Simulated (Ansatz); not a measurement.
Worked calculations on one periodic cell of amorphous In₁₈Ga₁₈Zn₁₈O₇₂H₄: In18Ga18Zn18O72H4, 130 atoms, volume 1695.7 Å³, made by a melt-quench on the CHGNet potential and relaxed with DFT. O atoms were pushed apart under 1.9 Å during the dynamics, to hinder bonds among them. It is a model cell: composition and starting density were chosen by hand, and all elements were melted together. Computed with PBE, scalar-relativistic without spin-orbit coupling (plane waves to 420 eV, PAW; Ansatz, a program for electronic structure). Sampling: a 2×2×2 Γ-centred mesh; Fermi-Dirac width 0.02 eV; no spin polarisation. Its volume was relaxed, its shape was free, and it stands at a mean pressure of 0.0 GPa with stress components up to 0.1 GPa; the relaxation ran on the zone centre alone. Its density went from a set 5.60 to 5.54 g/cm³. The cell is small and was quenched far faster than a real film, so it is one sample of the glass.

Problem. Count formal charges (In +3, Ga +3, Zn +2, O -2, H +1). What does the count lead one to expect at the Fermi level, and what does the calculation give?

Solution. 18 × (+3) + 18 × (+3) + 18 × (+2) + 72 × (-2) + 4 × (+1) = +4. 4 electrons are left on cation states, in cation-cation bonds, defect levels or the conduction band. The calculation finds no gap beyond the smearing on this mesh.

The cell was scaled and its atoms relaxed again at each volume (the zone centre alone): 1543.1 Å³, 8.95 GPa; 1593.9 Å³, 5.77 GPa; 1695.7 Å³, 0.00 GPa.

Problem. Estimate the bulk modulus over this range from B = −dP/d ln V.

Solution. Between the ends: −(0.00 − 8.95) / ln(1695.7/1543.1) = 95 GPa, a mean over the range at 0 K with the atoms relaxed.
